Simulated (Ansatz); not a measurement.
Base system: WS₂ in the 2H-MoS2 type structure (space group P6_3/mmc, No. 194; layered, stacked along the Cartesian z axis).

```xyz
6
Lattice="3.1148 0.0000 0.0000 -1.5574 2.6975 0.0000 0.0000 0.0000 11.7731" Properties=species:S:1:pos:R:3 pbc="T T T"
W      0.0000     1.7983     2.9433
W      1.5574     0.8992     8.8298
S      0.0000     1.7983     7.2577
S      1.5574     0.8992     1.3711
S      1.5574     0.8992     4.5154
S      0.0000     1.7983    10.4019
```

The values are results of plane-wave PAW DFT at the PBEsol-D3(BJ) level (Ansatz, an electronic-structure program, 420 eV), no spin-orbit coupling, not measurements.

Before the change:

The lattice parameter a is 3.115 Å.

Modification: cell and atoms relaxed at a pressure of 18 GPa.

Question: Estimate the effect on the lattice parameter a.

Answer: The lattice parameter a decreases by 0.111 Å (3.115 Å → 3.004 Å).

A case with no gap was solved on a k-mesh chosen for an insulator, which is coarse for it. Load acts through the strain it causes; cell and atoms are relaxed under it. No phonon test of stability was made. Competing high-pressure phases were not computed. All final runs are without spin polarisation.
